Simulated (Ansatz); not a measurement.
The cell is built on a prototype and need not be the phase stable at ambient conditions.

Tunnelling through a barrier is set by its complex band structure: the current falls as exp(−2κd) with the smallest κ.

Data:

```xyz
10
Lattice="5.8938 -0.1885 0.0000 0.3164 8.3154 0.0000 2.7887 -4.2520 2.9358" Properties=species:S:1:pos:R:3 pbc="T T T"
Pb     2.7856     5.8809     0.0000
Pb     2.6274     1.7232     0.0000
Zr     6.0318     8.0099     0.0000
Zr     5.8736     3.8522     0.0000
O      6.1573     5.9851     0.3097
O      4.2443     0.1040     1.3710
O      1.7498     3.9074     1.2550
O      7.1912     0.0097     1.5647
O      2.8939    -2.2360     2.6261
O      4.6967     3.8132     1.6807
```

Space group of this cell: R3c. The cell was relaxed by PBE-D3(BJ).

Transport runs along the normal of the first two printed cell vectors.

The gap is the functional's own. No spin-orbit coupling. Mid-gap values are interpolated on the energy grid.

Question: Compute, with r2SCAN in Ansatz (a quantum-chemistry and plane-wave program), the band gap and the smallest decay constant κ at mid-gap.

Answer: Gap 3.43 eV on a 10×10×10 mesh; κ = 0.295 1/Å, at (0.500, 0.000) of the in-plane reciprocal vectors. At the zone centre, at the nearest computed energy, the slowest state has κ = 0.38 1/Å.
